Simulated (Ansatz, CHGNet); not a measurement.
## How well does each level of theory give the lattice parameter a of NiAs-type NiSb?

Reference value: 3.946 Å (measured, temperature not stated, not corrected to a static lattice; as tabulated in Wikipedia's data pages).

| level (code) | value (Å) | difference (%) |
|---|---|---|
| CHGNet 0.3.0 | 3.946 | 0.00 |
| PBE (Ansatz) | 3.975 | +0.73 |
| PBE-D4 (Ansatz) | 3.923 | -0.58 |
| r²SCAN0 (Ansatz) | 3.874 | -1.82 |
| Hartree–Fock (Ansatz) | 3.899 | -1.19 |

The reference's temperature isn't stated, so close values are not ranked against it. Off by more than 1.25 %, or 1.75 % on the side where a correction would as a rule narrow the miss (bounds picked here): r²SCAN0 (-1.82 %).

The measured value isn't corrected to a static lattice, so vibrations enter the comparison. The crystal itself was run without spin with PBE, PBE-D4, r²SCAN0, Hartree–Fock; a magnetic state was not tried in these runs. r²SCAN0, Hartree–Fock: the run has no spin polarisation, so it can have missed a magnetic state. Cutoffs and k meshes differ between the levels. Ansatz's density-functional and Hartree–Fock values are scalar-relativistic unless marked +SOC, with PAW data made under PBE.

Machine-learned potentials (CHGNet 0.3.0) are trained on DFT data: a solid inside that data is no test of them.

Differences are worked out from the printed values.

Ansatz is a program for electronic structure.
